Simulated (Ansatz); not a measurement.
Data:

```
TiO2
1.0
   -1.88177     1.88177     4.73740
    1.88177    -1.88177     4.73740
    1.88177     1.88177    -4.73740
Ti O
2 4
Cartesian
  0.00000   1.88177   2.36870
  0.00000   0.00000   0.00000
  0.00000   1.88177   0.39291
  0.00000   0.00000   7.49901
  0.00000   0.00000   1.97579
  0.00000   1.88177   4.34449
```

No spin polarisation.

Method: PBEsol, PAW, 420 eV (Ansatz, a quantum-chemistry and plane-wave program; without spin-orbit coupling). k-mesh 12×12×12 (Γ-centred); smearing 0.05 eV (Fermi–Dirac).

Task: Predict the smallest direct gap.

Result: 2.45 eV.

Task: Estimate the band gap.

Result: 2.09 eV.

Task: What is the computed gap character?

Result: Indirect, Γ–X (87 % along) → Γ.

Load acts through the strain it causes; cell and atoms are relaxed under it. Stability against distortions was not tested. All final runs are without spin polarisation. The cell was made from TiO$_{2}$ in the anatase structure (space group I4_1/amd, No. 141) by this change: pressure 2.1 GPa.
